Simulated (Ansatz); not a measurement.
Results of G0W0@PBEsol (Ansatz, a first-principles code, plane waves, hard PAW, contour deformation) for MgAlNO (model structure, started from the AlSiCN type, P3m1, No. 156, 4 atoms in the cell).

The same calculation (at the PBEsol cell, 11.121 Å³/atom) with different numerical settings; throughout: k mesh 3×3×2:

| run | response cutoff (eV) | empty bands | quasiparticle gap on the mesh (eV) | quasiparticle gap at Γ (eV) | rough time |
|---|---|---|---|---|---|
| 1 | 100 | 186 | 4.925 | 4.925 | 20 core-s |
| 2 | 150 | 341 | 5.081 | 5.081 | 50 core-s |
| 3 | 200 | 525 | 5.151 | 5.151 | 2 core-min |
| 4 | 250 | 734 | 5.183 | 5.183 | 5 core-min |
| 5 | 300 | 964 | … | … | 20 core-min |

Question: What belongs in the gaps?

Answer: 
- 5, quasiparticle gap on the mesh (eV): 5.201
- 5, quasiparticle gap at Γ (eV): 5.201

In the column quasiparticle gap on the mesh (eV) the first row differs from the last by -0.276 and the next to last by -0.018.

The last row is no converged limit: other settings stay fixed.

A model structure was made by putting elements into a prototype or built by hand; it is no filed structure, need not be a known phase, and can be a saddle point held by its symmetry.
